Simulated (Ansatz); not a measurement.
The starting structures come from a database of crystals and need not be the phases stable at ambient conditions.

 Where the default PAW files enter, the runs use the earlier of Ansatz's two default sets.

Tunnelling through a barrier is set by its complex band structure: the current falls as exp(−2κd) with the smallest κ.

Data:

```
AlGaN2
1.0
    3.14528     0.00000     0.00000
   -1.57264     2.72389     0.00000
    0.00000     0.00000     5.09689
Al Ga N
1 1 2
Cartesian
  0.00000   0.00000   5.09312
  1.57264   0.90797   2.53402
  1.57264   0.90797   0.56983
  0.00000   0.00000   3.20166
```

Space group of this cell: P3m1. The cell is taken as given; by LDA its mean pressure is -5.0 GPa.

Transport runs along the normal of the first two printed cell vectors, the (001) plane of the conventional cell.

The gap is the functional's own, uncorrected, and κ follows it; spin-orbit coupling is left out. Mid-gap values are interpolated between the computed energies.

Give the band gap and the smallest decay constant κ at mid-gap that LDA (Ansatz, a first-principles code) yields.

Gap 2.89 eV on a 12×12×6 mesh; κ = 0.208 1/Å, at the zone centre.
